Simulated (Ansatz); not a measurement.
**Several settings converged on the (001) slab of MoCl6 (cut from a parent of space group no. 162; 14 atoms in the cell)**

```yaml
crystal:
  lattice:
    - [6.15496, 0.00000, 0.00000]
    - [-3.07748, 5.33035, 0.00000]
    - [0.00000, 0.00000, 22.28939]
  atoms:
    - { symbol: Mo, position: [0.00000, 0.00000, 0.37328] }
    - { symbol: Cl, position: [0.30361, 0.30361, 0.31405] }
    - { symbol: Cl, position: [0.69639, 0.69639, 0.43251] }
    - { symbol: Cl, position: [0.69639, 0.00000, 0.31405] }
    - { symbol: Cl, position: [0.30361, 0.00000, 0.43251] }
    - { symbol: Cl, position: [0.00000, 0.69639, 0.31405] }
    - { symbol: Cl, position: [0.00000, 0.30361, 0.43251] }
    - { symbol: Mo, position: [0.00000, 0.00000, 0.62672] }
    - { symbol: Cl, position: [0.30361, 0.30361, 0.56749] }
    - { symbol: Cl, position: [0.69639, 0.69639, 0.68595] }
    - { symbol: Cl, position: [0.69639, 0.00000, 0.56749] }
    - { symbol: Cl, position: [0.30361, 0.00000, 0.68595] }
    - { symbol: Cl, position: [0.00000, 0.69639, 0.56749] }
    - { symbol: Cl, position: [0.00000, 0.30361, 0.68595] }
```

Base method: LDA (PW92), default PAW files made with PBE (plane waves; Ansatz, an electronic-structure program).

Base settings: basis.ecutwfc = 30.9 Ry; kpoints.mp_grid.grid = 4 4 1; hamiltonian.xc = lda; hamiltonian.pseudopotentials = {kind: paw} (the program's default PAW files); scf.occupations.method = fermi_dirac; scf.occupations.width = 0.0037 Ry.

The count of work is k-points × plane waves × bands × iterations; it is no time. 

**The k-point mesh**

Only quantities that move along the ladder and can be compared are tabulated.

```csv
kpoints.mp_grid.grid,free energy less the last step's (meV/atom),largest difference of a force vector from the last step's (eV/Å),count of work / last
1 1 1,44.75,0.074,0.053
2 2 1,15.79,0.042,0.11
3 3 1,0.93,0.003,0.14
4 4 1,0.16,0.001,0.19
5 5 1,0.02,0.000,0.26
6 6 1,0.00,0.000,0.33
7 7 1,0.00,0.000,0.37
9 9 1,0.00,0.000,0.63
10 10 1,0.00,0.000,0.65
12 12 1,0.00,0.000,1.0
```

Coarsest kpoints.mp_grid.grid that holds the free energy within 5 meV/atom of the last step, with all finer ones: 3 3 1, at 0.14 of the last step's count of work; the step before is off by 16 meV/atom.

Coarsest kpoints.mp_grid.grid that holds the forces within 0.005 eV/Å of the last step, with all finer ones: 3 3 1, at 0.14 of the last step's count of work; the step before is off by 0.042 eV/Å.

**The depth of the slab**

On the (001) slab of MoCl6 (cut from a parent of space group no. 162; 7 atoms in the cell), and deeper slabs.

The mesh stays at the base's, so the ladder's end is converged at best in this setting alone.

Only quantities that move along the ladder and can be compared are tabulated.

```csv
atoms,gap on the mesh (eV),count of work / last
7,1.184,0.060
14,1.130,0.18
21,1.090,0.43
28,1.067,0.69
35,1.053,1.0
```

Smallest size that holds the gap on the mesh within 0.1 eV of the last step, with all finer ones: 14, at 0.18 of the last step's count of work; the step before is off by 0.13 eV.

On the base run: the starting cell comes from a database of computed structures (which also holds hypothetical and non-ambient phases and stackings), without a prior relaxation at this level. The slab is cut from that crystal, and its faces are unrelaxed. Its lattice was rescaled by up to half a per cent. Spin polarisation is off, though cut faces can carry moments; a gap of a slab can lie between surface states. Another mesh or the band path of this cell gives a smaller gap, so this value is not converged in the mesh.

Keys are those of Ansatz 0.2.
